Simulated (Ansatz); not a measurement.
We consider 1T (CdI2-type) MgI₂, described by HSE06 in Ansatz (PAW).

Numerical settings: plane-wave cutoff 520 eV, 6×6×4 k mesh (along the axes of the cell as run), Fermi–Dirac smearing 0.01 eV, scalar-relativistic PAW data made under PBE.

Starting structure:

```yaml
crystal:
  lattice:
    - [4.15000, 0.00000, 0.00000]
    - [-2.07500, 3.59401, 0.00000]
    - [0.00000, 0.00000, 6.86000]
  atoms:
    - { symbol: Mg, position: [0.00000, 0.00000, 0.00000] }
    - { symbol: I, position: [0.33333, 0.66667, 0.24200] }
    - { symbol: I, position: [0.66667, 0.33333, 0.75800] }
```

Task: Into what structure does the relaxation of cell and atoms lead at this level, with the symmetry of the start kept?

Result: The volume increases by 13 %; final space group P-3m1.
```yaml
crystal:
  lattice:
    - [4.17773, 0.00000, 0.00000]
    - [-2.08886, 3.61802, 0.00000]
    - [0.00000, 0.00000, 7.66032]
  atoms:
    - { symbol: Mg, position: [0.00000, 0.00000, 0.00000] }
    - { symbol: I, position: [0.33333, 0.66667, 0.21636] }
    - { symbol: I, position: [0.66667, 0.33333, 0.78364] }
```

Note: the cell comes from a level without a dispersion term, which matters for the spacing of layers, chains or molecules; the cell has widely spaced layers and the level no dispersion term, so their spacing and the moduli can rest on weak binding.

Ansatz is a quantum-chemistry and plane-wave program.
